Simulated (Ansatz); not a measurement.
# Effect of uniaxial strain ε_zz = −1.80 % on PbO2

Start from PbO2 in the rutile structure (space group P4_2/mnm, No. 136; a = 5.082 Å, c = 3.444 Å). Axes: x, y, z lie along a, b, c of the conventional cell.

Modification: the cell is compressed by 1.80 % along z with no lateral relaxation; the atoms relax in the strained cell.

Calculations: PBE/PAW in Ansatz (a program for electronic structure), without spin-orbit coupling. Γ-centred 9×9×14 mesh, Fermi–Dirac width 0.05 eV.

The space group is still P4_2/mnm (No. 136) and the energy grows by 3.7 meV/atom. The pressure (mean of the normal stresses, compression positive) goes from zero to 2.8 GPa and the band gap stays zero. The stress (xx, yy, zz, yz, xz, xy; compression positive) amounts to (1.9, 1.9, 4.6, 0.0, 0.0, 0.0) GPa (rough).

Final structure:

```
CELL_PARAMETERS angstrom
      5.08163     0.00000     0.00000
      0.00000     5.08163     0.00000
      0.00000     0.00000     3.38166
ATOMIC_POSITIONS crystal
  Pb 0.00000 0.00000 0.00000
  Pb 0.50000 0.50000 0.50000
  O  0.30734 0.30734 0.00000
  O  0.80734 0.19266 0.50000
  O  0.19266 0.80734 0.50000
  O  0.69266 0.69266 0.00000
```

Cost of the whole job for the changed cell (relaxation, final SCF and bands): very roughly 60 core-seconds.

Without a gap, meshes like the base's 9×9×14 leave anisotropic stresses uncertain by several tenths of a GPa, and small strain energies with them. Spin-orbit coupling, missing from the scalar runs, can matter with Pb. Stability against distortions was not tested. All final runs are without spin polarisation. The zero or small gap of PbO2 can change with the level of theory.
